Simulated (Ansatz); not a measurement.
Data:

Host crystal: anatase TiO2, with a band gap (PBE, scalar-relativistic without spin-orbit coupling).

End structure of SiH3 on the 1x1 (101) surface of anatase TiO2 (cut with top plane O), one in a 2x1 cell, started at the site 'over Ti at depth 1.4 Å':

```xyz
40
Lattice="7.5975 0.0000 0.0000 1.8994 5.2090 0.0000 0.0000 0.0000 28.5000" Properties=species:S:1:pos:R:3 pbc="T T T"
O      1.8994     2.2734     9.5548
O      5.6981     2.2734     9.5548
Ti     1.8994     3.8696    10.4672
Ti     5.6981     3.8696    10.4672
O      3.7988     4.3968    10.2347
O      7.5975     4.3968    10.2347
O      3.7988     0.6610    10.9426
O      7.5975     0.6610    10.9426
Ti     1.8994     1.0646    10.9433
Ti     5.6981     1.0646    10.9433
O      1.8994     2.8956    11.9562
O      5.6981     2.8956    11.9562
O      1.8994     0.6402    13.0347
O      5.6981     0.6402    13.0347
Ti     1.8830     2.4171    13.9018
Ti     5.7053     2.3874    13.9402
O      3.7972     2.8096    14.0138
O      7.5956     2.8023    14.0080
O      1.8983     4.3250    14.5075
O      5.6964     4.3289    14.5097
Ti     3.8062     4.7106    14.5164
Ti     7.5945     4.7459    14.5437
O      1.8844     1.2977    15.4881
O      5.7016     1.2752    15.4822
O      3.8089     4.2348    16.5867
O      7.5900     4.2157    16.5560
Ti     1.8637     0.9347    17.3548
Ti     5.7102     0.8254    17.5135
O      3.7907     1.2575    17.5737
O      7.5957     1.2117    17.5962
O      1.8972     2.7049    18.2599
O      5.6875     2.7163    18.2703
Ti     3.8133     3.1660    18.0063
Ti     7.5779     3.2574    18.0574
O      3.7841     4.8186    19.0775
O      7.5853     4.8293    18.9624
Si     1.7740     0.0786    20.6742
H      2.9942     0.8546    21.0513
H      0.5613     0.9293    20.8673
H      1.6719    -1.1502    21.5201
```

Model: 40-atom slab, 9.4 Å thick at the start under the adsorbate (thin: gaps and levels are the slab's own), 3x4x1 mesh, Fermi-Dirac 0.01 eV, dipole correction, 14 atoms held, the rest relaxed; no symmetry held; spin-polarised, ending with about 0.4 μB a cell, a value that depends on the mesh; orders that need a larger cell were not tried, no spin-orbit, no U, no dispersion correction. The slab shows no gap over 0.04 eV on its mesh. At the end it is bonded to O. In PBE it is, or lies within 0.03 eV of, the lowest of the starts that converged.

A negative adsorption energy means that the adsorbate is more stable on the surface than in its reference.

What work function of the top face does PBE (Ansatz, a first-principles code) give?

3.62 eV

Give the adsorption energy against SiH4(g) − ½ H2(g) at the level PBE.

-0.39 eV

What is the computed change of the step from the bottom to the top vacuum level, against the clean slab (PBE)?

-1.19 eV
